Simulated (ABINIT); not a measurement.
A self-consistent single point of Na3Ca (P1, 4 atoms in the cell) with ABINIT.

Level of theory: PBEsol, norm-conserving pseudopotentials (PseudoDojo nc-sr-04 PBEsol standard) (plane waves; ABINIT).

```
Na3Ca
1.0
    5.35463     0.00000     0.00000
    0.00000     5.35463     0.00000
    0.00000     0.00000     5.35463
Na Ca
3 1
Cartesian
  0.02418   2.66397   2.67388
  2.67401   0.02252   2.70074
  2.65926   2.65949  -0.02977
 -0.00282   0.00865   0.00978
```

Reference input (self-consistent single point, DFT, LDA (PW92), plane waves, norm-conserving pseudopotentials (PseudoDojo nc-sr-04 LDA standard)): pseudos = [Na.upf, Ca.upf]; ecut = 44 Ha; occopt = 7; tsmear = 0.272 eV; ngkpt = 4 4 4; nshiftk = 1; shiftk = 0 0 0; potentials = PseudoDojo nc-sr-04 LDA standard; nband = 25; kptopt = 1; nstep = 60; toldfe = 1e-09 Ha. This run's input differs from it in these lines:

```diff
@@ -1,2 +1,2 @@
-# Na3Ca, PseudoDojo nc-sr-04 LDA standard
+# Na3Ca, PseudoDojo nc-sr-04 PBEsol standard
 pp_dirpath "./"
```

Its files differ too (potentials: PseudoDojo nc-sr-04 LDA standard → PseudoDojo nc-sr-04 PBEsol standard).

Output, abridged:

```
--- !BeginCycle
solver: {iscf: 7, nstep: 60, nline: 4, wfoptalg: 0, }
tolerances: {toldfe: 1.00E-09, }
...

     iter   Etot(hartree)      deltaE(h)  residm     vres2
 ETOT  1  -175.30436617945    -1.753E+02 5.039E-01 5.060E+00
 ETOT  2  -175.52851957909    -2.242E-01 2.564E-02 4.417E+00
 ETOT  3  -175.52968131597    -1.162E-03 8.737E-03 3.882E-01
 ETOT  4  -175.52971140271    -3.009E-05 4.239E-03 5.207E-02
 ETOT  5  -175.52971499929    -3.597E-06 1.407E-03 2.202E-03
 ETOT  6  -175.52971534511    -3.458E-07 7.755E-04 2.267E-04
 ETOT  7  -175.52971537161    -2.650E-08 1.425E-03 6.688E-06
 ETOT  8  -175.52971537239    -7.820E-10 6.238E-04 1.013E-06
 ETOT  9  -175.52971537252    -1.269E-10 5.117E-04 3.674E-08
 At SCF step    9, etot is converged :
  for the second time, diff in etot=  1.269E-10 < toldfe=  1.000E-09

 Cartesian components of stress tensor (hartree/bohr^3)
  sigma(1 1)=  7.64148838E-06  sigma(3 2)= -1.04585498E-07
  sigma(2 2)=  7.59217176E-06  sigma(3 1)= -6.25362541E-08
  sigma(3 3)=  7.59580093E-06  sigma(2 1)=  7.26503261E-09

 ----iterations are completed or convergence reached----

 reduced coordinates (array xred) for    4 atoms
       0.004515000000      0.497508000000      0.499358000000
       0.499383000000      0.004205000000      0.504374000000
       0.496628000000      0.496672000000      0.994441000000
       0.999474000000      0.001615000000      0.001826000000
 cartesian forces (eV/Angstrom) at end:
    1     -0.02869766360900     0.03180973794655     0.00338057651303
   [... lines left out ...]
 Fermi (or HOMO) energy (eV) =   1.45246   Average Vxc (eV)=  -6.88555
   [... lines left out ...]
total_energy        : -1.75529715372519E+02
total_energy_eV     : -4.77640646383817E+03
band_energy         : -3.43783050963451E+01
...

-Cartesian components of stress tensor (GPa)         [Pressure= -2.2389E-01 GPa]
- sigma(1 1)=  2.24820312E-01  sigma(3 2)= -3.07701108E-03
- sigma(2 2)=  2.23369367E-01  sigma(3 1)= -1.83987981E-03
- sigma(3 3)=  2.23476141E-01  sigma(2 1)=  2.13744603E-04

 Calculation completed.
```

The run converged in 9 iterations. Against the reference run the pressure goes from -0.96 to -0.22 GPa and the largest force goes from 0.041 to 0.054 eV/Å.

The starting cell comes from a database of computed structures (which also holds hypothetical and non-ambient phases and stackings), without a prior relaxation at this level. Its atoms were displaced at random from the sites of space group no. 221.

Cost on one core of a shared machine: roughly 3 min.
